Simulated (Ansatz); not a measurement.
Cost and result by functional for the adsorption energy of Cl on the 1x1 (110) surface of 3C silicon carbide (cut with top plane C + Si), one in a 2x2 cell, started at the site 'bridge C-Si (span 3.9 Å)', in Ansatz (plane waves, PAW). Single points on the PBE structure, on one kind of machine; costs are rough ratios of the slab run's core time (references not counted) to the cheapest single point. r2SCAN's cost holds its higher cutoff (500 against 420 eV). Differences are taken against r2SCAN for comparison alone: no measured value is at hand, so the table doesn't rank accuracy.

Host crystal: 3C silicon carbide, with a band gap (PBE, scalar-relativistic without spin-orbit coupling).

Slab: 49 atoms, 7.7 Å thick at the start under the adsorbate (thin: gaps and levels are the slab's own); k 3x3x1, smearing 0.01 eV, dipole-corrected; 24 atoms held, the rest relaxed; no symmetry held; spin-polarised, ending with about 1.0 μB a cell; orders that need a larger cell were not tried, no spin-orbit, no U, no dispersion correction. At the end it is bonded to Si. In PBE it is, or lies within 0.03 eV of, the lowest of the starts that converged. These notes are the PBE run's. r2SCAN: The program's check for a lower electronic state was not made. Adsorption energies are against ½ Cl2(g). A negative adsorption energy means that the adsorbate is more stable on the surface than in its reference.

```csv
functional,relative cost,adsorption energy (eV),less r2SCAN (eV)
RPBE,1,-1.71,0.48
r2SCAN,1,-2.19,0.00
PBE (the relaxed run's value),–,-1.83,0.36
```

The values span 0.48 eV, while the single points' costs differ by a factor of roughly 1. Differences are of unrounded values.

Ansatz is a first-principles code.
